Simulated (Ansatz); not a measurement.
Rutile MgH2, treated with HSE06 (PAW; Ansatz, a first-principles code).

Settings: plane-wave cutoff 460 eV, 6×6×8 k mesh (along the axes of the cell as run), Fermi–Dirac smearing 0.01 eV, scalar-relativistic PAW data made under PBE.

Computed at the level's own relaxed cell.

**Question.** What does this level give for the Γ–Γ gap, smallest direct gap on the k points sampled, c axis length, band gap and equilibrium lattice constant a?

**Answer.** 
- Γ–Γ gap = 6.15 eV
- smallest direct gap on the k points sampled = 5.78 eV
- c axis length = 2.998 Å
- band gap = 4.84 eV (indirect)
- equilibrium lattice constant a = 4.487 Å

Measured, for comparison: lattice parameter c 3.021 Å, lattice constant a 4.517 Å (temperature not stated, no zero-point or thermal correction; as tabulated in Ellinger et al., J. Am. Chem. Soc. 77, 2647 (1955) (COD 4124639)). Computed (rounded) less measured: lattice parameter c -0.8 %, lattice constant a -0.7 %. A static lattice is as a rule a little smaller and stiffer than an uncorrected measurement, which narrows the difference in the lattice parameter c, lattice constant a and would widen misses of the other sign.

Static lattice: no zero-point or thermal effects.
